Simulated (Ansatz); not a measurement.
# A constructed model of the (111) surface of fcc Cu, (√3x√3)R30° surface alloy, Ti on one Cu site of the top plane (bottom of the slab: a bare face, its two planes held)

The numbers are results of PBE (plane waves to 420 eV, PAW; Ansatz, a program for electronic structure), not measurements.

Model: 18-atom slab, 10.5 Å thick at the start with caps and adatoms (thin: gaps and levels are the slab's own), 10x10x1 mesh, Fermi-Dirac 0.1 eV, dipole correction, 6 atoms held, the rest relaxed; start symmetry kept, larger cells not searched; no spin, no spin-orbit, no U. It is one candidate, not shown to be the stable structure of the face.

The work function of the top face is 4.40 eV, the energy released by relaxation is 0.031 eV and the cost is about 5 core-minutes (a rough figure).
